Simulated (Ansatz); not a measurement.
The parent structure is FeS₂ (space group Pa-3, No. 205; a = 5.404 Å; non-magnetic).

Level of theory: DFT with PBE, PAW potentials and a 420 eV plane-wave cutoff in Ansatz (a first-principles code), spin-orbit coupling left out, earlier PAW set.

Base values:

The band gap is 0.39 eV, the shortest interatomic distance comes out as 2.197 Å and the electron mass comes out as 0.37 mₑ (at Γ). The gap character is indirect, a point along ⟨100⟩, about 0.5 Å⁻¹ from Γ → Γ.

It is then changed as follows: every Fe is replaced by Be; the structure is relaxed again.

Problem. Predict the new band gap.

Solution. The band gap goes up by 1.09 eV (0.39 eV → 1.48 eV).

Problem. What does the calculation give for the shortest interatomic distance after the change?

Solution. The shortest interatomic distance decreases by 0.114 Å to 2.083 Å.

Problem. Predict the new electron mass.

Solution. The electron mass changes from 0.37 mₑ (at Γ) to 0.44 mₑ (at Γ).

Problem. Estimate the effect on the gap character.

Solution. The gap character changes from indirect, a point along ⟨100⟩, about 0.5 Å⁻¹ from Γ → Γ to direct at Γ.

Masses are band curvatures over ±0.01 Å⁻¹ around the edge. Stability against distortions was not tested. As relaxed here, BeS2 is a hypothetical phase, not in the database extracts checked. Seeded moments were not kept for the base. The final runs are not spin-polarised.
